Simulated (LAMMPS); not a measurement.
MD of SiO2 (quartz) at zero pressure, 1080 atoms, as a crystal; each row is its own run.

Level of theory: classical MD, pair style vashishta, file SiO.1994.vashishta; code LAMMPS.

```csv
T (K),enthalpy (eV/atom)
200,-7.5993
300,-7.5731
1440,-7.2619
2160,-7.0594
2520,-6.9589
2880,-6.8514
```

Task: Fit a straight line, y = a + b x, to these rows (x is the first column, y the second) and predict the run at x = 1800.

Result: Least squares gives a = -7.6574 and b = 0.0002779. At x = 1800 the fit predicts -7.1571 eV/atom. The run itself gave -7.1629 ± 0.0006 eV/atom, so the fit is 5.8 meV/atom high.

Caution (rows 1440; 1800; 2160; 2520; 2880): in nature this polymorph isn't the stable one over the whole range of temperature at this pressure, and short runs keep a crystal in its starting form.

Caution (rows 1440; 1800; 2160; 2520; 2880): a run this short can hold a crystal over, or a liquid under, the potential's own melting point, which these runs don't give.
